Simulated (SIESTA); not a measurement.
A self-consistent single point of BaIn₃Pt (P1, 5 atoms in the cell) with SIESTA.

Method: LDA PW92, numerical atomic orbitals DZP, PseudoDojo LDA standard norm-conserving potentials (rewritten from UPF to PSML) run with SIESTA.

The change in words: atoms moved at random. Reference geometry:
```
BaIn3Pt
1.0
   -2.43916     2.43916     5.92728
    2.43916    -2.43916     5.92728
    2.43916     2.43916    -5.92728
Ba In Pt
1 3 1
Direct
  0.99738   0.99738   0.00000
  0.73808   0.23808   0.50000
  0.23808   0.73808   0.50000
  0.39890   0.39890   0.00000
  0.62757   0.62757   0.00000
```

Reference input (self-consistent single point, DFT, LDA PW92, numerical atomic orbitals DZP, PseudoDojo LDA standard norm-conserving potentials (rewritten from UPF to PSML)): XC.functional = LDA; XC.authors = PW92; potentials = PseudoDojo LDA standard; PAO.BasisSize = DZP; PAO.EnergyShift = 0.01 Ry; MeshCutoff = 350 Ry; kgrid.MonkhorstPack = 5 5 5; OccupationFunction = MP; OccupationMPOrder = 0; ElectronicTemperature = 0.05 eV; MaxSCFIterations = 150; SCF.Mixer.Method = Pulay. This run's input differs from it in these lines:

```diff
@@ -19,7 +19,7 @@
 %block AtomicCoordinatesAndAtomicSpecies
-     0.997380000    0.997380000    0.000000000  1
-     0.738080000    0.238080000    0.500000000  2
-     0.238080000    0.738080000    0.500000000  2
-     0.398900000    0.398900000    0.000000000  2
-     0.627570000    0.627570000    0.000000000  3
+     0.997442000    1.007930000    0.011685000  1
+     0.727838000    0.215077000    0.473725000  2
+     0.255045000    0.752505000    0.520682000  2
+     0.391271000    0.392194000   -0.012399000  2
+     0.628414000    0.632303000    0.006306000  3
 %endblock AtomicCoordinatesAndAtomicSpecies
```

Output (repeated stretches shortened):

```
        iscf     Eharris(eV)        E_KS(eV)     FreeEng(eV)     dDmax    Ef(eV) dHmax(eV)
   scf:    1    -9643.438833    -9700.821331    -9700.826207  1.521497 -3.109816 31.054918
   scf:    2    -9710.236960    -9722.491853    -9722.497406  0.695508 -3.915682  7.899223
   scf:    3    -9726.554410    -9725.047835    -9725.052018  0.058498 -3.844870  2.473172
   scf:    4    -9725.136306    -9725.406391    -9725.410408  0.094157 -3.783313  2.587012
   scf:    5    -9725.155369    -9725.494943    -9725.499447  0.060984 -3.858068  1.989716
   [... 4 lines left out ...]
   scf:   10    -9725.603166    -9725.603166    -9725.607715  0.000219 -3.821621  0.002274
   scf:   11    -9725.603166    -9725.603166    -9725.607715  0.000123 -3.821710  0.000343
   scf:   12    -9725.603166    -9725.603166    -9725.607715  0.000049 -3.821793  0.000086
   scf:   13    -9725.603166    -9725.603166    -9725.607715  0.000008 -3.821815  0.000070
SCF Convergence by DM+H criterion
max |DM_out - DM_in|         :     0.0000078777
max |H_out - H_in|      (eV) :     0.0000698852
SCF cycle converged after 13 iterations

Using DM_out to compute the final energy and forces

siesta: E_KS(eV) =            -9725.6032

siesta: E_KS - E_eggbox =     -9725.6032

siesta: Atomic forces (eV/Ang):
     1   -0.273709   -0.058610    0.091740
     2    0.843541    0.167591   -0.033132
     3   -0.305812   -0.298584   -0.311914
     4    0.334656    0.043865    0.280323
     5   -0.597715    0.147386   -0.026853
   Tot    0.000961    0.001648    0.000164
   Max    0.843541
   Res    0.334633    sqrt( Sum f_i^2 / 3N )
   Max    0.843541    constrained

Stress tensor Voigt[x,y,z,yz,xz,xy] (kbar):       24.67       35.45       45.00        2.64       -5.19       -0.78
   [... lines left out ...]
siesta: FreeEng =     -9725.607715
   [... lines left out ...]
siesta:     0.015398   -0.000485   -0.003239
siesta:    -0.000485    0.022123    0.001646
siesta:    -0.003239    0.001646    0.028086

siesta: Cell volume =        141.057537 Ang**3

siesta: Pressure (static):
siesta:                Solid            Molecule  Units
siesta:          -0.00023818         -0.00025669  Ry/Bohr**3
siesta:          -0.02186911         -0.02356846  eV/Ang**3
siesta:         -35.03818481        -37.76083106  kBar
```

The run converged in 13 iterations. Against the reference run the free energy goes up by 17.2 meV/atom, the pressure goes from -3.75 to -3.50 GPa and the largest force goes from 0.211 to 0.861 eV/Å.

The starting cell comes from a database of computed structures (which also holds hypothetical and non-ambient phases and stackings), without a prior relaxation at this level. Its lattice was rescaled by a random factor within 2.5 % of one. For this run, on top of that: atoms moved at random. Spin polarisation is off. Values carry the incompleteness of an atom-centred basis. With a pressure of about -4 GPa the cell is away from its equilibrium volume at this level.

Cost on one core of a shared machine: roughly 40 s.
